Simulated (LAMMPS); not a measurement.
LAMMPS 22 Jul 2025, classical MD, SNAP (Si_Zuo_JPCA2020.snapcoeff): Si, 512 atoms.

- task: MD, nve
- potential: SNAP, Si_Zuo_JPCA2020.snapcoeff Si_Zuo_JPCA2020.snapparam
- copies of the repeat unit: 4×4×4
- shape (slab and sphere leave vacuum in the box): bulk
- steps: 400
- timestep: 1 fs
- thermo: 50
- newton: on (default)
- atom_modify sort (bins of 2 Å where set): 1000 (default)
- comm_style: brick (default)
- box: 21.7 × 21.7 × 21.7 Å
- start: generated diamond lattice, warmed in an untimed run

All runs start from one configuration, warmed at this fixed volume for 300 steps under a thermostat at 900 K. The run at a skin of 2 Å has a mean temperature of 897 K and a mean pressure of 2.4 GPa.

Single runs; times are not shown.

With neigh_modify every 1 delay 0 check yes, skins of 0.1, 0.3, 0.5, 1, 1.5, 2, 3 Å were run. Further schedules:
- skin 1 Å, every 10 delay 0 check yes
- skin 0.3 Å, every 1 delay 10 check yes
- skin 2 Å, every 100 delay 0 check no
- skin 1 Å, every 100 delay 0 check no
- skin 2 Å, every 1 delay 10 check yes
- skin 0.3 Å, every 20 delay 0 check no
- skin 2 Å, every 10 delay 0 check yes

A schedule rebuilds too seldom if it shows a dangerous build, rebuilds less often than the check at every step does at that skin, or fails.

Q: Name the settings that rebuild less often than the motion of the atoms asks.

A: With the check at every step the rebuilds are 133 at 0.1 Å, 51 at 0.3 Å, 31 at 0.5 Å, 14 at 1 Å, 5 at 1.5 Å, 0 at 2 Å, 0 at 3 Å. Too seldom: skin 1 Å, every 10 delay 0 check yes; skin 0.3 Å, every 1 delay 10 check yes; skin 1 Å, every 100 delay 0 check no; skin 0.3 Å, every 20 delay 0 check no.

```json
[
 {"setting": "skin 0.1 Å, every 1 delay 0 check yes", "rebuilds": "133", "dangerous builds": "—", "list entries an atom": "28.1", "change of the total energy (meV/atom)": "under 0.001"},
 {"setting": "skin 0.3 Å, every 1 delay 0 check yes", "rebuilds": "51", "dangerous builds": "—", "list entries an atom": "28.7", "change of the total energy (meV/atom)": "under 0.001"},
 {"setting": "skin 0.5 Å, every 1 delay 0 check yes", "rebuilds": "31", "dangerous builds": "—", "list entries an atom": "30.6", "change of the total energy (meV/atom)": "under 0.001"},
 {"setting": "skin 1 Å, every 1 delay 0 check yes", "rebuilds": "14", "dangerous builds": "—", "list entries an atom": "39.2", "change of the total energy (meV/atom)": "under 0.001"},
 {"setting": "skin 1.5 Å, every 1 delay 0 check yes", "rebuilds": "5", "dangerous builds": "—", "list entries an atom": "48.1", "change of the total energy (meV/atom)": "under 0.001"},
 {"setting": "skin 2 Å, every 1 delay 0 check yes", "rebuilds": "0", "dangerous builds": "—", "list entries an atom": "71.2", "change of the total energy (meV/atom)": "under 0.001"},
 {"setting": "skin 3 Å, every 1 delay 0 check yes", "rebuilds": "0", "dangerous builds": "—", "list entries an atom": "102", "change of the total energy (meV/atom)": "under 0.001"},
 {"setting": "skin 1 Å, every 10 delay 0 check yes", "rebuilds": "12", "dangerous builds": "0", "list entries an atom": "39.2", "change of the total energy (meV/atom)": "under 0.001"},
 {"setting": "skin 0.3 Å, every 1 delay 10 check yes", "rebuilds": "40", "dangerous builds": "40", "list entries an atom": "28.7", "change of the total energy (meV/atom)": "under 0.001"},
 {"setting": "skin 2 Å, every 100 delay 0 check no", "rebuilds": "4", "dangerous builds": "not counted", "list entries an atom": "71.0", "change of the total energy (meV/atom)": "under 0.001"},
 {"setting": "skin 1 Å, every 100 delay 0 check no", "rebuilds": "4", "dangerous builds": "not counted", "list entries an atom": "39.3", "change of the total energy (meV/atom)": "under 0.001"},
 {"setting": "skin 2 Å, every 1 delay 10 check yes", "rebuilds": "0", "dangerous builds": "0", "list entries an atom": "71.2", "change of the total energy (meV/atom)": "under 0.001"},
 {"setting": "skin 0.3 Å, every 20 delay 0 check no", "rebuilds": "20", "dangerous builds": "not counted", "list entries an atom": "28.7", "change of the total energy (meV/atom)": "under 0.001"},
 {"setting": "skin 2 Å, every 10 delay 0 check yes", "rebuilds": "0", "dangerous builds": "0", "list entries an atom": "71.2", "change of the total energy (meV/atom)": "under 0.001"}
]
```

Where the energy changes as in the checked runs, the late rebuilds cost nothing that shows in this run. List entries are as LAMMPS prints them (Ave neighs/atom).
